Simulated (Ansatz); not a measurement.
# InAgTe2: In → Ti

Start from InAgTe2 in the chalcopyrite structure (space group I-42d, No. 122; a = 6.431 Å, c = 12.767 Å).

The change: Ti takes the place of In on all its sites; the structure is relaxed again.

Method: PBEsol in Ansatz (plane waves to 420 eV, PAW, no spin-orbit coupling). Γ-centred 11×11×11 mesh, Fermi–Dirac width 0.05 eV, for the changed cell.

- Volume per atom: 30.22 Å³ (base 33.00 Å³)
- Lattice parameter a: 6.331 Å (base 6.431 Å)
- c/a ratio: 1.905 (base 1.985)
- Space group: I-42d (No. 122) (base I-42d (No. 122))
- Shortest interatomic distance: 2.652 Å (base 2.746 Å)
- Band gap: zero (base 0.08 eV)

Final structure:

```
CELL_PARAMETERS angstrom
     -3.16544     3.16544     6.03169
      3.16544    -3.16544     6.03169
      3.16544     3.16544    -6.03169
ATOMIC_POSITIONS crystal
  Ag 0.75000 0.25000 0.50000
  Ag 0.00000 0.00000 0.00000
  Ti 0.25000 0.75000 0.50000
  Ti 0.50000 0.50000 0.00000
  Te 0.13795 0.12500 0.51295
  Te 0.61205 0.62500 0.48705
  Te 0.37500 0.86205 0.98705
  Te 0.87500 0.38795 0.01295
```

With Te present, leaving out spin-orbit coupling can change the band edges. Whether these cells are dynamically stable was not tested. As relaxed here, TiAgTe2 is a hypothetical phase, not in the database extracts checked. The final runs are not spin-polarised. TiAgTe2 has a high density of states at the Fermi level and may be magnetic at this level. The zero or small gap of TiAgTe2 and InAgTe2 can change with the level of theory.

Ansatz is a first-principles code.
